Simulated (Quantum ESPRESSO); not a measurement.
Quantum ESPRESSO run on TiAlPt (P1, 6 atoms in the cell): self-consistent single point.

Method: PBEsol, GBRV 1.5 ultrasoft (PBESOL) pseudopotentials (plane waves; Quantum ESPRESSO).

The change in words: atoms moved at random. Reference geometry:
```
TiAlPt
1.0
    4.41685     0.00000     0.00000
   -2.20843     3.82510     0.00000
    0.00000     0.00000     5.40771
Ti Al Pt
2 2 2
Direct
  0.00000   0.00000   0.00000
  0.00000   0.00000   0.50000
  0.33333   0.66667   0.25000
  0.66667   0.33333   0.75000
  0.66667   0.33333   0.25000
  0.33333   0.66667   0.75000
```

Reference input (self-consistent single point, DFT, PBEsol, plane waves, GBRV 1.5 ultrasoft (PBESOL) pseudopotentials): ecutwfc = 50 Ry; ecutrho = 400 Ry; occupations = smearing; smearing = fermi-dirac; degauss = 0.0036749 Ry; K_POINTS = automatic 6 6 4 0 0 0; conv_thr = 1e-10 Ry; mixing_beta = 0.4. This run's input differs from it in these lines:

```diff
@@ -9,3 +9,3 @@
  ibrav = 0,
- celldm(1) = 8.34663650,
+ celldm(1) = 8.34663683,
  nat = 6,
@@ -27,8 +27,8 @@
 ATOMIC_POSITIONS angstrom
-Ti    0.00000000    0.00000000    0.00000000
-Ti    0.00000000    0.00000000    2.70385500
-Al    0.00000000    2.55006944    1.35192750
-Al    2.20842491    1.27503472    4.05578250
-Pt    2.20842491    1.27503472    1.35192750
-Pt    0.00000000    2.55006944    4.05578250
+Ti    0.01805387    0.01096657   -0.01914329
+Ti    0.00850464    0.02973253    2.73246179
+Al   -0.02722105    2.55839786    1.36733947
+Al    2.23408690    1.26374551    4.06126592
+Pt    2.16598570    1.26654931    1.33600720
+Pt    0.01743993    2.52081621    4.04134391
 K_POINTS automatic
@@ -37,4 +37,4 @@
    1.00000000     0.00000000     0.00000000
-  -0.50000000     0.86602540     0.00000000
-   0.00000000     0.00000000     1.22433640
+  -0.50000000     0.86602534     0.00000000
+   0.00000000     0.00000000     1.22433635
```

Output (repeated stretches shortened):

```
     Self-consistent Calculation

     iteration #  1     ecut=    50.00 Ry     beta= 0.40

     negative rho (up, down):  3.374E-01 0.000E+00

     total energy              =    -654.14760651 Ry
     estimated scf accuracy    <      38.06955814 Ry

     iteration #  2     ecut=    50.00 Ry     beta= 0.40

     negative rho (up, down):  3.478E-01 0.000E+00

     total energy              =    -674.06628218 Ry
     estimated scf accuracy    <      29.45471775 Ry

     iteration #  3     ecut=    50.00 Ry     beta= 0.40

     negative rho (up, down):  3.486E-01 0.000E+00

     total energy              =    -673.81093682 Ry
     estimated scf accuracy    <       9.21248287 Ry

   [... 22 blocks of this kind left out ...]

     iteration # 26     ecut=    50.00 Ry     beta= 0.40

     negative rho (up, down):  3.446E-01 0.000E+00

     total energy              =    -673.13654506 Ry
     estimated scf accuracy    <          6.2E-10 Ry

     iteration # 27     ecut=    50.00 Ry     beta= 0.40

     negative rho (up, down):  3.446E-01 0.000E+00
     End of self-consistent calculation

     the Fermi energy is    15.4857 ev

!    total energy              =    -673.13654506 Ry
     estimated scf accuracy    <          3.8E-11 Ry
     smearing contrib. (-TS)   =      -0.00147862 Ry
     internal energy E=F+TS    =    -673.13506644 Ry

     convergence has been achieved in  27 iterations

     negative rho (up, down):  3.446E-01 0.000E+00

     Forces acting on atoms (cartesian axes, Ry/au):

     atom    1 type  1   force =    -0.00618985   -0.00450196    0.01360076
     atom    2 type  1   force =    -0.00266864   -0.01077978   -0.01433964
     atom    3 type  2   force =     0.00188106   -0.00212040   -0.00327102
     atom    4 type  2   force =    -0.00361391    0.00060329   -0.00141566
     atom    5 type  3   force =     0.01076087    0.00637751    0.00215674
   [... lines left out ...]
     Total force =     0.029784     Total SCF correction =     0.000011
   [... lines left out ...]

     negative rho (up, down):  3.446E-01 0.000E+00
          total   stress  (Ry/bohr**3)                   (kbar)     P=      -27.05
  -0.00014841  -0.00000269  -0.00000079          -21.83       -0.40       -0.12
  -0.00000269  -0.00014630   0.00000015           -0.40      -21.52        0.02
  -0.00000079   0.00000015  -0.00025697           -0.12        0.02      -37.80

   JOB DONE.
```

The run converged in 27 iterations. Against the reference run the free energy goes up by 4.9 meV/atom, the pressure goes from -2.90 to -2.71 GPa and the largest force goes from 0.000 to 0.466 eV/Å.

The starting cell comes from a database of computed structures (which also holds hypothetical and non-ambient phases and stackings), without a prior relaxation at this level. For this run, on top of that: atoms moved at random. Spin polarisation is off.

Cost on one core of a shared machine: roughly 8 min.
